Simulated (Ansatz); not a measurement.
Base system: SiO2 (space group P3_221, No. 154; a = 4.949 Å, c = 5.441 Å).

The values are results of plane-wave PAW DFT at the PBEsol level (Ansatz, a first-principles code, 420 eV), spin-orbit coupling left out, not measurements.

Base values:

```
Item                     Value
-------------  ---------------
Electron mass   0.50 mₑ (at Γ)
c/a ratio                1.100
Gap character  indirect, K → Γ
```

Now apply this change: hydrostatic tension (pressure −2 GPa).

**Question.** Estimate the effect on the electron mass, c/a ratio and gap character.

**Answer.** The electron mass goes from 0.50 mₑ (at Γ) to 0.52 mₑ (at Γ); the c/a ratio decreases by 0.007 to 1.093; the gap character goes from indirect, K → Γ to indirect, M → Γ.

Load acts through the strain it causes; cell and atoms are relaxed under it. Effective masses come from finite differences of ±0.01 Å⁻¹. No phonon test of stability was made.
